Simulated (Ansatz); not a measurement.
**Sb2S3 (model structure, started from the corundum type, R-3c, No. 167, 10 atoms in the cell): properties by level of theory**

```csv
level (code),lattice parameter a (Å),lattice parameter c (Å)
PBE (Ansatz),7.390,17.995
PBEsol (Ansatz),7.138,___
PBE-D3(BJ) (Ansatz),___,17.266
```

Q: What belongs in the gaps?

A: 
- PBEsol (Ansatz, a quantum-chemistry and plane-wave program), lattice parameter c (Å): 17.689
- PBE-D3(BJ) (Ansatz), lattice parameter a (Å): 7.199

Ansatz's density-functional and Hartree–Fock values are scalar-relativistic unless marked +SOC, with PAW data made under PBE.

A model structure was made by putting elements into a prototype or built by hand; it is no filed structure, need not be a known phase, and can be a saddle point held by its symmetry.
